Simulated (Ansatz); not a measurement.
We consider cubic perovskite CsSnI3 (cubic high-temperature phase), described by r²SCAN+SOC (PAW; Ansatz, an electronic-structure program).

Numerical settings: plane-wave cutoff 560 eV, 6×6×6 k mesh, Fermi–Dirac smearing 0.01 eV, PAW data made under PBE.

The cell is scaled about its equilibrium volume:

```csv
V (Å³/atom),P (GPa),direct gap at Γ (eV)
45.380,1.21,4.753
46.346,0.75,4.719
47.311,0.35,4.687
48.277,0.00,4.657
49.242,-0.33,4.629
50.208,-0.62,4.603
51.173,-0.88,4.578
```

The fundamental gap (0.08 eV at the equilibrium volume, with added k points) lies elsewhere than Γ–Γ.

Note: the relaxation could not lower the start's symmetry, so the cell can be a saddle point above a distorted one.
